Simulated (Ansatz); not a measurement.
The starting structures come from a database of crystals and need not be the phases stable at ambient conditions.

By PBEsol, the system below comes out a metal.

Consider the following.

```
CELL_PARAMETERS angstrom
      3.26631     0.00000     0.00000
     -1.63315     4.35794     0.00000
      1.63315     0.00000     4.35794
ATOMIC_POSITIONS crystal
  Sn 0.00000 0.00000 0.00000
  Bi 0.75000 0.50000 0.50000
```

Space group of this cell: I-4m2. The cell is taken as given; by PBEsol its mean pressure is -1.7 GPa.

The current flows along the normal of the first two printed cell vectors, the (110) plane of the conventional cell. No spin-orbit coupling; the value is a mean over 0.1 eV about the Fermi level.

Estimate the ballistic conductance per area that PBEsol (Ansatz, a first-principles code) returns for this system.

0.89 × 10¹⁵ S/m² for both spins.
